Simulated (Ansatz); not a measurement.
# Effect of biaxial strain −1.61 %, plane normal [001], relaxed out of plane on WC

Base system: WC (space group P-6m2, No. 187; a = 2.923 Å, c = 2.846 Å; relaxed with 0.1 eV smearing). Axes: x lies along a and z along c of the hexagonal cell.

Modification: compressive biaxial strain of 1.61 % in the plane normal to [001], as in epitaxy on a mismatched substrate; the out-of-plane cell vector and the atoms relax.

The values are results of PBE (Ansatz, a program for electronic structure, PAW, no SOC), earlier PAW set, not measurements. Γ-centred 23×23×20 mesh, Fermi–Dirac width 0.1 eV.

The volume per atom shrinks by 0.275 Å³ (10.53 Å³ → 10.25 Å³) and the space group stays P-6m2 (No. 187). The shortest interatomic distance shrinks by 0.015 Å to 2.192 Å and the pressure (mean of the normal stresses, compression positive) goes from zero to 10.0 GPa. The band gap remains zero and the out-of-plane strain comes out as +0.61 %. The mean in-plane stress (compression positive) amounts to +15.0 GPa.

Cost of the whole job for the changed cell (relaxation, final SCF and bands): very roughly 60 core-seconds.

Stability against distortions was not tested. The final runs are not spin-polarised.
